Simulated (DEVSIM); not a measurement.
Device: abrupt In0.53Ga0.47As n-p junction, at 300 K.

| layer (left to right) | material | thickness (μm) | Nd (cm⁻³) | Na (cm⁻³) | τn (s) | τp (s) |
|---|---|---|---|---|---|---|
| 1 | In0.53Ga0.47As | 5.20 | 8.4e16 | - | 8.1e-10 | 8.1e-10 |
| 2 | In0.53Ga0.47As | 0.600 | - | 9.3e17 | 8.1e-10 | 8.1e-10 |

Left contact: ohmic. Right contact: ohmic. Voltage is applied to the left contact. Recombination: SRH at mid-gap, Auger. Mobility is constant in doping.

This is a model device: material constants are rounded textbook-type values typed into the input, and sizes, dopings and lifetimes were drawn at random. Values at 300 K; Nc and Nv go as T^1.5, mobilities as T to minus their exponent, the gap by Varshni's rule with the affinity fixed.

| parameter | In0.53Ga0.47As |
|---|---|
| gap (eV) | 0.74 |
| affinity (eV) | 4.51 |
| permittivity | 13.9 |
| Nc (cm⁻³) | 2.1e17 |
| Nv (cm⁻³) | 7.7e18 |
| μn (cm²/Vs) | 12000 |
| μp (cm²/Vs) | 300 |
| T exponent of μn | 1.6 |
| T exponent of μp | 1.6 |
| Cn (cm⁶/s) | 5e-29 |
| Cp (cm⁶/s) | 5e-29 |
| Varshni α (eV/K) | 0.00035 |
| Varshni β (K) | 190 |

DEVSIM, 1D drift-diffusion, Boltzmann statistics, complete ionisation; no tunnelling, impact ionisation, image-force lowering or self-heating.

The temperature was swept, all else fixed.

```
temperature (K)  potential step across the device at zero bias (V)  dark forward voltage at 100 A/cm² (V)  largest field in the device at zero bias (V/cm)
---------------  -------------------------------------------------  -------------------------------------  -----------------------------------------------
300                                                          0.662                                  0.487                                           110000
350                                                          0.620                                  0.418                                           110000
400                                                          0.575                                  0.348                                           110000
450                                                          0.529                                  0.275                                           100000
500                                                          0.481                                  0.202                                            99000
```

From the first row to the last the potential step across the device at zero bias goes from 0.662 to 0.481. From the first row to the last the dark forward voltage at 100 A/cm² goes from 0.487 to 0.202.
